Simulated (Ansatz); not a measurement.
Base system: RhSi (space group Pnma, No. 62; a = 5.5372 Å, b = 3.0610 Å, c = 6.3690 Å; a cell from a computed database, its experimental status unchecked). Axes: x, y, z lie along a, b, c of the conventional cell.

Level of theory: PBEsol (Ansatz, a program for electronic structure), no SOC.

Before the change:

```
Item                            Result
-----------------------------  -------
Shortest interatomic distance  2.409 Å
Pressure                       0.0 GPa
Band gap                          zero
```

The change: biaxial strain −4.55 %, plane normal [001], relaxed out of plane (Cartesian); in-plane vectors clamped, the third vector and the atoms free.

**Question.** How does this affect the shortest interatomic distance?

**Answer.** The shortest interatomic distance shrinks by 0.043 Å, from 2.409 Å to 2.366 Å.

**Question.** Predict the new pressure.

**Answer.** The pressure (mean of the normal stresses, compression positive) goes from zero to 11.5 GPa.

**Question.** What happens to the band gap?

**Answer.** The band gap is still zero.

No phonon test of stability was made. All final runs are without spin polarisation. The zero or small gap of RhSi can change with the level of theory.
